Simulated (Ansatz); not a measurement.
# ZnSe: pressure −2 GPa

Base system: ZnSe in the zinc blende structure (space group F-43m, No. 216; a = 5.568 Å).

The change: a negative pressure, −2 GPa.

Computed with LDA (Ansatz, a quantum-chemistry and plane-wave program, PAW, no spin-orbit coupling). Γ-centred 10×10×10 mesh, Fermi–Dirac width 0.05 eV.

The density drops by 0.163 g/cm³ to 5.39 g/cm³ and the shortest interatomic distance increases by 0.024 Å, from 2.411 Å to 2.435 Å. The band gap falls by 0.12 eV, from 1.25 eV to 1.13 eV and the gap character remains direct at Γ. The mean gap deformation potential ΔEg/Δln V is -4.1 eV and the width of the top valence band shrinks by 0.15 eV (2.96 eV → 2.81 eV). The electron mass goes from 0.090 mₑ (at Γ) to 0.084 mₑ (at Γ) and the hole mass (degenerate bands, along [100]) goes from 0.094, 0.55, 0.55 mₑ (at Γ) to 0.087, 0.57, 0.57 mₑ (at Γ). The valley order (the lowest conduction-band minima on the path, energy above the VBM, named in the base's zone) goes from Γ 1.25 eV; L along ⟨111⟩ 2.45 eV; X along ⟨100⟩ 2.69 eV to Γ 1.13 eV; L along ⟨111⟩ 2.40 eV; X along ⟨100⟩ 2.76 eV.

Final structure:

```yaml
crystal:
  lattice:
    - [0.00000, 2.81144, 2.81144]
    - [2.81144, 0.00000, 2.81144]
    - [2.81144, 2.81144, 0.00000]
  atoms:
    - { symbol: Zn, position: [0.00000, 0.00000, 0.00000] }
    - { symbol: Se, position: [0.25000, 0.25000, 0.25000] }
```

Load acts through the strain it causes; cell and atoms are relaxed under it. Effective masses come from finite differences of ±0.01 Å⁻¹. No phonon test of stability was made.
